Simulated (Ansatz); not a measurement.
Ansatz (a quantum-chemistry and plane-wave program) is run on Sc2AlC (P6_3/mmc, 8 atoms in the cell), and the run fails. The aim is a self-consistent single point with DFT, PBEsol, plane waves, default PAW files made with PBE.

Cell that was meant: a = 3.2951 Å, b = 3.2951 Å, c = 15.0540 Å, α = 90.00°, β = 90.00°, γ = 120.00°.

Part of the input:

```yaml
    - [3.295080, 0.000000, 0.000000]
    - [-1.647540, 2.853623, 0.000000]
    - [0.000000, 0.000000, 15.054030]
 atoms:
    - { symbol: Sc, position: [0.666667, 0.333333, 0.917250] }
    - { symbol: Sc, position: [0.333333, 0.666667, 0.082750] }
    - { symbol: Sc, position: [0.333333, 0.666667, 0.417250] }
```

Output, abridged:

```
Error: YAML parse error: error: line 2 column 3: crystal: missing field `atoms` (a structure is typed as `lattice` and `atoms`, a molecule's as `atoms` in Å alone, or read from a run's directory, `checkpoint`)
 --> <input>:2:3
  |
1 | crystal:
2 |   lattice:
  |   ^ crystal: missing field `atoms` (a structure is typed as `lattice` and `atoms`, a molecule's as `atoms` in Å alone, or read from a run's directory, `checkpoint`)
3 |     - [3.295080, 0.000000, 0.000000]
4 |     - [-1.647540, 2.853623, 0.000000]
  |
```

Q: Read the log: what does the program object to, and what is the fix?

A: The fault is broken indentation. In YAML the indentation decides which section a key belongs to. To fix it, restore the indentation. The program stopped before any SCF iteration.

An input that runs soundly differs in these lines (not the only fix; some lines may just follow from the change or write a value another way):
```diff
- atoms:
+  atoms:
```

With that input, the run converged in 7 iterations: free energy E − TS (on the zero of these files) -9991.6244 eV; Fermi level (on the code's own zero) 8.48 eV; pressure -3.08 GPa; largest force (vector length) 0.277 eV/Å (DFT, PBEsol, plane waves, default PAW files made with PBE).

On the sound input: the starting cell comes from a database of computed structures (which also holds hypothetical and non-ambient phases and stackings), without a prior relaxation at this level. With a pressure of about -3 GPa the cell is away from its equilibrium volume at this level. Ansatz's pressure includes its estimate of the finite-basis (Pulay) stress.
